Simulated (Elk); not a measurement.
Band structure of TaN (Fm-3m, 2 atoms in the cell).

```yaml
crystal:
  lattice:
    - [0.00000, 2.17528, 2.17528]
    - [2.17528, 0.00000, 2.17528]
    - [2.17528, 2.17528, 0.00000]
  atoms:
    - { symbol: Ta, position: [0.50000, 0.50000, 0.50000] }
    - { symbol: N, position: [0.00000, 0.00000, 0.00000] }
```

Method of the run: Elk with PBE, all-electron FP-LAPW, Elk's shipped species files, APW+lo basis with extra local orbitals.

Settings: xctype = 20; rgkmax = 7.5; stype = 0; swidth = 0.00734986 Ha; ngridk = 13 13 13; gmaxvr = 18 1/bohr; lmaxapw = 10; lmaxo = 8; nxlo = 2; lorbcnd = true; lradstp = 2; nrmtscf = 2; lmaxi = 4; maxscl = 100.

The starting cell comes from a database of computed structures (which also holds hypothetical and non-ambient phases and stackings), without a prior relaxation at this level. Its lattice was rescaled by a random factor within 2.5 % of one. Spin-orbit coupling is off. Spin polarisation is off. Values depend on the basis (sphere radii, cutoffs, local orbitals), which need not be converged.

Levels in eV from the Fermi level, bands 13 to 20:
```
point      13     14     15     16     17     18    19    20
-----  ------  -----  -----  -----  -----  -----  ----  ----
Γ       -3.95  -3.95  -3.95  -2.22  -2.22  -2.22  0.05  0.05
X       -6.75  -5.72  -4.76  -4.76   2.20   3.72  3.72  4.86
W       -7.70  -6.95  -6.95  -0.23  -0.23   3.74  4.32  4.75
K       -7.91  -6.95  -6.39  -2.34   2.55   2.67  4.85  5.25
L      -10.69  -7.87  -7.87   1.99   1.99   2.07  3.86  7.87
U       -7.91  -6.95  -6.39  -2.34   2.55   2.67  4.85  5.25
```

Bands cross the Fermi level along this path, so the cell is metallic at this level.
